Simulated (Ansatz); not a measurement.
For AlB2-type YB₂, LDA (Ansatz, a program for electronic structure, PAW) gives:

lattice constant a: 3.246 Å
lattice parameter c: 3.802 Å

**Question.** What does PBEsol (PAW; Ansatz) give for the same quantities?

**Answer.** 
- lattice constant a: 3.273 Å (increases by 0.8 %)
- lattice parameter c: 3.824 Å (rises by 0.6 %)

Changes are worked out from the printed values.

Unless a cell is named, each level is at its own relaxed cell (LDA 11.56, PBEsol 11.83 Å³/atom).

Ansatz's density-functional and Hartree–Fock values are scalar-relativistic unless marked +SOC, with PAW data made under PBE.
